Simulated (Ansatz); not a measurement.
```
ScSnCP
1.0
    3.73550     0.00000     0.00000
   -1.86775     3.23503     0.00000
    0.00000     0.00000     6.57903
Sc Sn C P
1 1 1 1
Cartesian
  0.00000   2.15669   3.01347
  1.86775   1.07834   0.18573
  0.00000   2.15669   0.80824
  1.86775   1.07834   4.21628
```

The cell was generated from a structure type, relaxed within its symmetry, and need not be the phase found at ambient conditions. Spin-orbit coupling is not included.

Q: Give the diagonal Born effective charges atom by atom and the electronic dielectric tensor from linear response, PBEsol in Ansatz (a program for electronic structure).

A: 
```
atom   Z*xx   Z*yy   Z*zz
----  -----  -----  -----
Sc1    2.66   2.66   3.25
Sn2    2.97   2.97   3.68
C3    -2.96  -2.96  -4.06
P4    -2.66  -2.66  -2.88
```

ε∞ diagonal: 12, 12, 13. The k mesh is 8×8×4. The program warned that the k mesh resolves the field response only roughly, so the permittivities and charges are not converged. Away from Γ the polar cell without biaxial strain shows no imaginary mode on a 2×2×2 mesh.

The PAW data sets were generated under PBE and serve the other functionals too.
